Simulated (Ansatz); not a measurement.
Where the default PAW files enter, the runs use the earlier of Ansatz's two default sets.

The decay constant κ of evanescent states in the gap governs leakage through a thin film.

Input:

```
HfO2
1.0
    3.55827     0.00000     0.00000
    0.00000     3.55827     0.00000
    1.77914    -1.77914     2.51608
Hf O
1 2
Direct
  0.00000   0.00000   0.00000
  0.25000   0.25000   0.50000
  0.75000   0.75000   0.50000
```

Space group of this cell: Fm-3m, fluorite. The cell is taken as given; by PBEsol its mean pressure is 2.0 GPa.

Transport runs along the normal of the first two printed cell vectors, the (001) plane of the conventional cell.

The gap is the functional's own, uncorrected, and κ follows it; spin-orbit coupling is left out. Mid-gap values are interpolated between the computed energies.

Q: Predict the band gap and the smallest decay constant κ at mid-gap from Ansatz (a first-principles code) with PBEsol.

A: Gap 3.70 eV on a 12×12×12 mesh; κ = 0.270 1/Å, at the zone centre.
